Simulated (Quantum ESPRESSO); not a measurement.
Quantum ESPRESSO run on YNi2Ge2 (I4/mmm, 5 atoms in the cell): self-consistent single point.

Method: PBEsol, PSlibrary ultrasoft (PBE) pseudopotentials (plane waves; Quantum ESPRESSO).

```xyz
5
Lattice="-2.0235 2.0235 4.8514 2.0235 -2.0235 4.8514 2.0235 2.0235 -4.8514" Properties=species:S:1:pos:R:3 pbc="T T T"
Y      0.0000     0.0000     0.0000
Ni     2.0235     0.0000     2.4257
Ni     0.0000     2.0235     2.4257
Ge     0.0000     0.0000     6.1066
Ge     0.0000     0.0000     3.5961
```

Reference input (self-consistent single point, DFT, PBEsol, plane waves, PSlibrary ultrasoft (PBE) pseudopotentials): ecutwfc = 50 Ry; ecutrho = 350 Ry; occupations = smearing; smearing = marzari-vanderbilt; degauss = 0.019992 Ry; input_dft = pbesol; K_POINTS = automatic 9 9 9 0 0 0; conv_thr = 1e-10 Ry; mixing_beta = 0.4. This run's input differs from it in these lines:

```diff
@@ -12,4 +12,4 @@
   ntyp = 3
-  ecutwfc = 50
-  ecutrho = 350
+  ecutwfc = 25
+  ecutrho = 175
   occupations = 'smearing'
```

The program printed (abridged):

```
     Self-consistent Calculation

     iteration #  1     ecut=    25.00 Ry     beta= 0.40

     total energy              =    -306.86424818 Ry
     estimated scf accuracy    <       0.77861871 Ry

     iteration #  2     ecut=    25.00 Ry     beta= 0.40

     total energy              =    -306.55417681 Ry
     estimated scf accuracy    <       7.10479593 Ry

     iteration #  3     ecut=    25.00 Ry     beta= 0.40

     total energy              =    -307.20843143 Ry
     estimated scf accuracy    <       0.02672353 Ry

   [... 8 blocks of this kind left out ...]

     iteration # 12     ecut=    25.00 Ry     beta= 0.40
     c_bands:  1 eigenvalues not converged

     total energy              =    -307.21825728 Ry
     estimated scf accuracy    <       0.00000002 Ry

     iteration # 13     ecut=    25.00 Ry     beta= 0.40
     End of self-consistent calculation

     the Fermi energy is    11.3993 ev

!    total energy              =    -307.21825729 Ry
     estimated scf accuracy    <          3.2E-11 Ry
     smearing contrib. (-TS)   =       0.00229260 Ry
     internal energy E=F+TS    =    -307.22054989 Ry

     convergence has been achieved in  13 iterations

     Forces acting on atoms (cartesian axes, Ry/au):

     atom    1 type  1   force =    -0.00000000    0.00000000   -0.00000000
     atom    2 type  2   force =    -0.00000000    0.00000000   -0.00000000
     atom    3 type  2   force =    -0.00000000    0.00000000   -0.00000000
     atom    4 type  3   force =     0.00000000    0.00000000   -0.00134421
     atom    5 type  3   force =     0.00000000    0.00000000    0.00134421

     Total force =     0.001901     Total SCF correction =     0.000003

          total   stress  (Ry/bohr**3)                   (kbar)     P=     -318.48
  -0.00217256  -0.00000000   0.00000000         -319.59       -0.00        0.00
   0.00000000  -0.00217256   0.00000000            0.00     -319.59        0.00
   0.00000000   0.00000000  -0.00214982            0.00        0.00     -316.25

   JOB DONE.
```

The run converged in 13 iterations. Against the reference run the free energy rises by 461 meV/atom, the pressure goes from -1.19 to -31.85 GPa and the largest force goes from 0.051 to 0.035 eV/Å. The full log also holds: “c_bands:  1 eigenvalues not converged”.

The starting cell comes from a database of computed structures (which also holds hypothetical and non-ambient phases and stackings), without a prior relaxation at this level. Spin polarisation is off. At the lowered cutoff the pressure carries the error of an incomplete plane-wave basis.

Cost on one core of a shared machine: roughly 60 s.
